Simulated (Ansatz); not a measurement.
The parent structure is SiC in the zinc blende structure (space group F-43m, No. 216; a = 4.357 Å). Axes: x, y, z lie along the cube axes.

Level of theory: PBEsol (Ansatz, a quantum-chemistry and plane-wave program; PAW; 420 eV plane waves; without spin-orbit coupling).

Now apply this change: the cell is scaled by 1.0100 in all directions; the atoms relax in the strained cell.

**Question.** Predict the stress tensor and what it implies for the stiffness.

**Answer.** Stress of the strained cell less that of the base (GPa, compression positive):
```
  -6.24    0.00    0.00
   0.00   -6.24    0.00
   0.00    0.00   -6.24
```

Then B = −ΔP/(ΔV/V₀) with ΔV/V₀ = 0.0303 gives secant stiffness values (nonlinear terms included at this strain): B ≈ 206 GPa.

As a check, the harmonic strain energy −½ V₀ Δσ:ε is 6.0 meV/atom; the computed energy rise is 6.3 meV/atom.

Whether these cells are dynamically stable was not tested.
